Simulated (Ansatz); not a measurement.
An Ansatz (a program for electronic structure) input (PBEsol/PAW in Ansatz, no SOC):

Ansatz 0.2 input:
```yaml
crystal:
  lattice:
    - [5.5583057688, 0, 0]
    - [0, 5.5583057688, 0]
    - [2.7791528844, -2.7791528844, 5.594736324]
  atoms:
    - { symbol: Ge, position: [0.5, 0.5, 1] }
    - { symbol: Cu, position: [0.75, 0.75, 0.5] }
    - { symbol: Cu, position: [0.25, 0.25, 0.5] }
    - { symbol: Se, position: [0.1301786783, 0.8698213217, 0.2740193528] }
    - { symbol: Se, position: [0.8698213217, 0.5958019689, 0.7259806472] }
    - { symbol: Se, position: [0.5958019689, 0.4041980311, 0.2740193528] }
    - { symbol: Se, position: [0.4041980311, 0.1301786783, 0.7259806472] }
    - { symbol: Cd, position: [0, 0, 0] }
basis: { ecutwfc: 420, ecutrho_ratio: 4, xc_grid: 2, fft_grid_basis: typed }
kpoints: { mp_grid: { grid: [8, 8, 8] } }
hamiltonian:
  xc: pbesol
  dispersion: none
  pseudopotentials: { kind: paw }
scf: { occupations: { method: fermi_dirac, width: 0.05 } }
relax: { f_tol: 0.005, max_steps: 50, cell: { stress_tol: 0.01, fix: [a, b, gamma] } }
output: { forces: true, stress: true }
checkpoint: { write: state.ck, write_every: 1000 }
```

Question: Which symmetry and how many k-points will the program report, and about how many plane waves at Γ?

Answer: Space group I-42m (ITA 121) with 8 operations, k-points 59 of 512, and 3411 plane waves at Γ.

Question: And the final pressure?

Answer: 1.52 GPa (compression positive).

The mesh was chosen for an insulator and is coarse for the gapless case. The cells carry an imposed strain or load. Stability against distortions was not tested. The final runs are not spin-polarised. The cell was made from CdCu₂GeSe₄ (space group I-42m, No. 121) by this change: biaxial strain −3.00 %, plane normal [001], relaxed out of plane.
